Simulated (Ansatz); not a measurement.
Base system: SiC in the zinc blende structure (space group F-43m, No. 216; a = 4.329 Å). Axes: x, y, z lie along the cube axes.

Level of theory: Kohn–Sham DFT with the LDA functional, run in Ansatz (an electronic-structure program) with PAW and 420 eV plane waves, no SOC.

Base values:

- Shortest interatomic distance: 1.875 Å
- Smallest direct gap: 4.53 eV

It is then changed as follows: tensor shear ε_xy = +1.71 % (engineering shear γ = 0.0342); the atoms relax in the strained cell.

Q: Predict the new shortest interatomic distance.

A: The shortest interatomic distance falls by 0.0125 Å, from 1.875 Å to 1.862 Å.

Q: How does this affect the stress?

A: The stress (xx, yy, zz, yz, xz, xy; compression positive) is (0.25, 0.25, -0.03, 0.00, 0.00, -8.63) GPa.

Q: Estimate the effect on the smallest direct gap.

A: The smallest direct gap shrinks by 0.38 eV (4.53 eV → 4.15 eV).

Whether these cells are dynamically stable was not tested.
